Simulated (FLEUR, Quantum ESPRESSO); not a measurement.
A Quantum ESPRESSO input for a self-consistent single point of RbBH4 (F-43m, 6 atoms in the cell) (DFT, PBEsol, plane waves, GBRV 1.5 ultrasoft (PBESOL) pseudopotentials):

```fortran
&CONTROL
    calculation = 'scf'
    prefix = 'pwscf'
    outdir = './out'
    pseudo_dir = './'
    tprnfor = .true.
    tstress = .true.
/
&SYSTEM
    ibrav = 0
    nat = 6
    ntyp = 3
    ecutwfc = 40
    ecutrho = 200
    occupations = 'fixed'
    nbnd = 16
/
&ELECTRONS
    conv_thr = 1.0d-10
/
ATOMIC_SPECIES
Rb    85.4678  rb_pbesol_v1.uspp.F.UPF
B     10.8100  b_pbesol_v1.4.uspp.F.UPF
H      1.0080  h_pbesol_v1.4.uspp.F.UPF
CELL_PARAMETERS {angstrom}
   0.000000000     3.453240000     3.453240000
   3.453240000     0.000000000     3.453240000
   3.453240000     3.453240000     0.000000000
ATOMIC_POSITIONS {crystal}
Rb    0.000000000    0.000000000    0.000000000
B     0.500000000    0.500000000    0.500000000
H     0.602420000    0.602420000    0.602420000
H     0.192740000    0.602420000    0.602420000
H     0.602420000    0.602420000    0.192740000
H     0.602420000    0.192740000    0.602420000
K_POINTS {automatic}
6 6 6  0 0 0
```

Problem. Give the FLEUR input for the same structure, mesh, smearing and functional.

Solution. This is the input that was run; spellings and numerical settings could be chosen otherwise.

Input of the input generator:

```
RbBH4 FLAPW
&input film=f /
0.0000000000 0.7071067812 0.7071067812
0.7071067812 0.0000000000 0.7071067812
0.7071067812 0.7071067812 -0.0000000000
9.2287021087
1.0 1.0 1.0

6
37 -0.0000000000 -0.0000000000 -0.0000000000
5 0.5000000000 0.5000000000 0.5000000000
1 0.6024200000 0.6024200000 0.6024200000
1 0.1927400000 0.6024200000 0.6024200000
1 0.6024200000 0.6024200000 0.1927400000
1 0.6024200000 0.1927400000 0.6024200000

&comp jspins=1 /
&exco xctyp='PBEs' /
&kpt div1=6 div2=6 div3=6 gamma=t /
&end /
```

```xml
<?xml version="1.0" encoding="UTF-8" standalone="no"?>
<fleurInput fleurInputVersion="0.39">
   <comment>
      RbBH4 FLAPW                                                                                         
   </comment>
   <calculationSetup>
      <cutoffs Kmax="4.7" Gmax="16.4" GmaxXC="16.4" numbands="0"/>
      <scfLoop itmax="100" minDistance="0.00001" maxIterBroyd="40" imix="Anderson" alpha="0.05" precondParam="0.0" spinf="2.0"/>
      <coreElectrons ctail="T" frcor="F" kcrel="0" coretail_lmax="0"/>
      <xcFunctional name="PBEs" relativisticCorrections="F"/>
      <magnetism jspins="1"/>
      <soc l_soc="F" theta="0.0" phi="0.0" spav="F"/>
      <expertModes spex="0" secvar="F"/>
      <geometryOptimization l_f="T" forcealpha="1.0" forcemix="BFGS" epsdisp="0.00001" epsforce="0.00001"/>
      <ldaU l_linMix="F" mixParam="0.05" spinf="1.0"/>
   </calculationSetup>
   <cell>
      <bzIntegration valenceElectrons="16.0" mode="hist" fermiSmearingEnergy="0.0001">
         <kPointListSelection listName="default-1"/>
         <!-- k-points included here -->
         <xi:include xmlns:xi="http://www.w3.org/2001/XInclude" href="kpts.xml"> </xi:include>
      </bzIntegration>
      <!-- symmetry operations included here -->
      <xi:include xmlns:xi="http://www.w3.org/2001/XInclude" href="sym.xml"> </xi:include>
      <bulkLattice scale="1.0">
         <bravaisMatrix>
            <row-1>    0.0000000000000000     6.5256778427365099     6.5256778427365099</row-1>
            <row-2>    6.5256778427365099     0.0000000000000000     6.5256778427365099</row-2>
            <row-3>    6.5256778427365099     6.5256778427365099     0.0000000000000000</row-3>
         </bravaisMatrix>
      </bulkLattice>
   </cell>
   <atomSpecies>
      <species name="Rubidium (Rb)" element="Rb" atomicNumber="37">
         <mtSphere radius="2.68" gridPoints="925" logIncrement="0.014"/>
         <atomicCutoffs lmax="10" lnonsphr="8"/>
         <electronConfig flipSpins="F">
            <coreConfig>(1s1/2) (2s1/2) (2p1/2) (2p3/2) (3s1/2) (3p1/2) (3p3/2) (3d3/2) (3d5/2)</coreConfig>
            <valenceConfig>(4s1/2) (4p1/2) (4p3/2) (5s1/2)</valenceConfig>
            <stateOccupation state="(5s1/2)" spinUp="0.5" spinDown="0.5"/>
         </electronConfig>
         <energyParameters s="5" p="5" d="4" f="4"/>
         <lo type="SCLO" l="0" n="4" eDeriv="0"/>
         <lo type="SCLO" l="1" n="4" eDeriv="0"/>
      </species>
      <species name="Boron (B)" element="B" atomicNumber="5">
         <mtSphere radius="1.22" gridPoints="423" logIncrement="0.024"/>
         <atomicCutoffs lmax="6" lnonsphr="4"/>
         <electronConfig flipSpins="F">
            <coreConfig>(1s1/2)</coreConfig>
            <valenceConfig>(2s1/2) (2p1/2) (2p3/2)</valenceConfig>
            <stateOccupation state="(2p1/2)" spinUp="0.1666666666667" spinDown="0.1666666666667"/>
            <stateOccupation state="(2p3/2)" spinUp="0.3333333333333" spinDown="0.3333333333333"/>
         </electronConfig>
         <energyParameters s="2" p="2" d="3" f="4"/>
      </species>
      <species name="Hydrogen (H)" element="H" atomicNumber="1">
         <mtSphere radius="0.94" gridPoints="325" logIncrement="0.025"/>
         <atomicCutoffs lmax="6" lnonsphr="4"/>
         <electronConfig flipSpins="F">
            <coreConfig></coreConfig>
            <valenceConfig>(1s1/2)</valenceConfig>
            <stateOccupation state="(1s1/2)" spinUp="0.5" spinDown="0.5"/>
         </electronConfig>
         <energyParameters s="1" p="2" d="3" f="4"/>
      </species>
   </atomSpecies>
   <atomGroups>
      <atomGroup species="Rubidium (Rb)">
         <relPos label="                   1">.0000000000 .0000000000 .0000000000</relPos>
         <force calculate="T" relaxXYZ="TTT"/>
      </atomGroup>
      <atomGroup species="Boron (B)">
         <relPos label="                   2">1.000/2.000 1.000/2.000 1.000/2.000</relPos>
         <force calculate="T" relaxXYZ="TTT"/>
      </atomGroup>
      <atomGroup species="Hydrogen (H)">
         <relPos label="                   3">-.3975800000 -.3975800000 -.3975800000</relPos>
         <relPos label="                   4">.1927400000 -.3975800000 -.3975800000</relPos>
         <relPos label="                   5">-.3975800000 -.3975800000 .1927400000</relPos>
         <relPos label="                   6">-.3975800000 .1927400000 -.3975800000</relPos>
         <force calculate="T" relaxXYZ="TTT"/>
      </atomGroup>
   </atomGroups>
   <output dos="F" band="F" slice="F">
      <checks vchk="F" cdinf="F"/>
      <bandDOS minEnergy="-.5*Htr" maxEnergy="0.5*Htr" sigma="0.015" storeEVData="T"/>
      <vacuumDOS vacdos="F" integ="F" star="F" nstars="0" locx1="0.0" locy1="0.0" locx2="0.0" locy2="0.0" nstm="0" tworkf="0.0"/>
      <unfoldingBand unfoldBand="F" supercellX="1" supercellY="1" supercellZ="1"/>
      <plotting iplot="0" polar="F">
         <plot TwoD="T" vec1="  1.0  0.0  0.0" vec2="  0.0  1.0  0.0" vec3="  0.0  0.0  1.0" zero="  0.0  0.0  0.0" file="plot"/>
      </plotting>
      <chargeDensitySlicing numkpt="0" minEigenval="0.0" maxEigenval="0.0" nnne="0" pallst="F"/>
      <specialOutput eonly="F"/>
      <magneticCircularDichroism mcd="F" energyLo="-10.0" energyUp="0.0"/>
   </output>
  <!-- We include the file relax.xml here to enable relaxations (see documentation) -->
  <xi:include xmlns:xi="http://www.w3.org/2001/XInclude" href="relax.xml"> <xi:fallback/> </xi:include>
</fleurInput>
```

Basis, cutoffs, solver keys and any potentials are the target program's own. This input uses DFT, PBEsol, all-electron FLAPW (FLEUR), scalar-relativistic valence.

The starting cell comes from a database of computed structures (which also holds hypothetical and non-ambient phases and stackings), without a prior relaxation at this level.
